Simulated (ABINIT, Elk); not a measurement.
An ABINIT input for a self-consistent single point of CaMg₇ (P-6m2, 8 atoms in the cell) (DFT, PBEsol, plane waves, norm-conserving pseudopotentials (PseudoDojo nc-sr-04 PBEsol standard)):

```
# CaMg7, PseudoDojo nc-sr-04 PBEsol standard
pp_dirpath "./"
pseudos "Ca.upf, Mg.upf"
acell 6.6541913189 6.6541913189 5.2626710000 Angstrom
rprim
         1.0000000000    0.0000000264    0.0000000000
        -0.5000000229    0.8660253906    0.0000000000
         0.0000000000    0.0000000000    1.0000000000
natom 8
ntypat 2
znucl 20 12
typat 1 2 2 2 2 2 2 2
xred
         0.0000000000    0.0000000000    0.5000000000
         0.0046300000    0.5023150000    0.5000000000
         0.4976850000    0.9953700000    0.5000000000
         0.4976850000    0.5023150000    0.5000000000
         0.1702000000    0.3404000000    0.0000000000
         0.1702000000    0.8298000000    0.0000000000
         0.6596000000    0.8298000000    0.0000000000
         0.6666666667    0.3333333333    0.0000000000
ecut 1143 eV
occopt 3
tsmear 0.00367493
nband 51
kptopt 1
ngkpt 4 4 5
nshiftk 1
shiftk 0 0 0
nstep 100
tolvrs 1.0e-10
prtwf 0
prtden 0
enunit 1
```

### Question
Give the Elk input for the same structure, mesh, smearing and functional.

### Answer
This is the input that was run; spellings and numerical settings could be chosen otherwise.

```
tasks
  0

xctype
  22

swidth
  0.00367493

maxscl
  100

scale
  1.889726125

avec
    6.6541913189    0.0000001760    0.0000000000
   -3.3270958119    5.7626986358    0.0000000000
    0.0000000000    0.0000000000    5.2626710000

atoms
  2
  'Ca.in'
  1
  0.0000000000  0.0000000000  0.5000000000    0.0 0.0 0.0
  'Mg.in'
  7
  0.0046300000  0.5023150000  0.5000000000    0.0 0.0 0.0
  0.4976850000  0.9953700000  0.5000000000    0.0 0.0 0.0
  0.4976850000  0.5023150000  0.5000000000    0.0 0.0 0.0
  0.1702000000  0.3404000000  0.0000000000    0.0 0.0 0.0
  0.1702000000  0.8298000000  0.0000000000    0.0 0.0 0.0
  0.6596000000  0.8298000000  0.0000000000    0.0 0.0 0.0
  0.6666666667  0.3333333333  0.0000000000    0.0 0.0 0.0

ngridk
  4 4 5
```

Basis, cutoffs, solver keys and any potentials are the target program's own. This input uses DFT, PBEsol, all-electron FP-LAPW, Elk's shipped species files, default APW+lo basis.

The starting cell comes from a database of computed structures (which also holds hypothetical and non-ambient phases and stackings), without a prior relaxation at this level. Its lattice was rescaled by a random factor within 2.5 % of one. For this run, on top of that: lattice scaled by 0.98.
